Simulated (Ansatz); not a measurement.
The parent structure is CdSe in the wurtzite structure (space group P6_3mc, No. 186; a = 4.383 Å, c = 7.155 Å).

It is then changed as follows: cell and atoms relaxed at a pressure of 9 GPa.

Levels (all Ansatz, a first-principles code, PAW, earlier PAW set): PBE (420 eV, without spin-orbit coupling); r2SCAN (500 eV, without spin-orbit coupling); HSE06 (420 eV, without spin-orbit coupling); PBE+SOC (420 eV, with spin-orbit coupling).

At the geometry relaxed with PBE, these levels gave the following band gaps, in shuffled order: (a) 1.82 eV, (b) 1.35 eV, (c) 0.73 eV, (d) 0.84 eV.

Task: Match each gap to its level.

Result: (a) HSE06; (b) r2SCAN; (c) PBE+SOC; (d) PBE.

Single points use the geometry relaxed with PBE. The spin-orbit shifts are approximate. Load acts through the strain it causes; cell and atoms are relaxed under it. Stability against distortions was not tested. Measured, CdSe leaves this structure (for rock salt) near 2.72 GPa (temperature not stated; as listed in Datta, Sujoy, Jana, Debnarayan, arXiv (2020)), on rising pressure, with hysteresis.
